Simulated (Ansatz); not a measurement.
```yaml
crystal:
  lattice:
    - [1.40408, -5.00789, 0.00000]
    - [1.40408, 5.00789, 0.00000]
    - [0.00000, 0.00000, 8.31804]
  atoms:
    - { symbol: Na, position: [0.60375, 0.39625, 0.15325] }
    - { symbol: Na, position: [0.39625, 0.60375, 0.65325] }
    - { symbol: Na, position: [0.14927, 0.85073, 0.83075] }
    - { symbol: Na, position: [0.85073, 0.14927, 0.33075] }
    - { symbol: Ni, position: [0.87809, 0.12191, 0.99816] }
    - { symbol: Ni, position: [0.12191, 0.87809, 0.49816] }
    - { symbol: O, position: [0.28048, 0.71952, 0.09159] }
    - { symbol: O, position: [0.71952, 0.28048, 0.59159] }
    - { symbol: O, position: [0.47795, 0.52205, 0.91153] }
    - { symbol: O, position: [0.52205, 0.47795, 0.41153] }
```

Computed with r2SCAN, rigid bands (plane waves, PAW, scalar-relativistic; Ansatz, a quantum-chemistry and plane-wave program). Condition of this run: functional r2SCAN on the same cell. Cell: cell and atoms relaxed with PBEsol.

Task: What conductivity effective mass do dilute electrons have at 300 K?

Result: 0.89 (x), 9.3 (y), 14.4 (z) mₑ.

Task: What conductivity effective mass do dilute holes have at 300 K?

Result: 1.85 (x), 13.3 (y), 58 (z) mₑ.

Task: And the band gap?

Result: 1.48 eV at this level; semilocal functionals usually fall short of the measured gap.

Rigid bands, one relaxation time for all states, no polarons. Spin-orbit coupling is left out; where it splits the top of the valence band it changes the hole mass and lowers the gap by about a third of the splitting. Geometry: cell and atoms relaxed with PBEsol.

Formula and space group known from diffraction (Crystallography Open Database), not checked to be the room-temperature form: Na2NiO2 (Cmc2_1). Treated as nonmagnetic, magnetic states not searched for: Na2NiO2 (Cmc2_1).
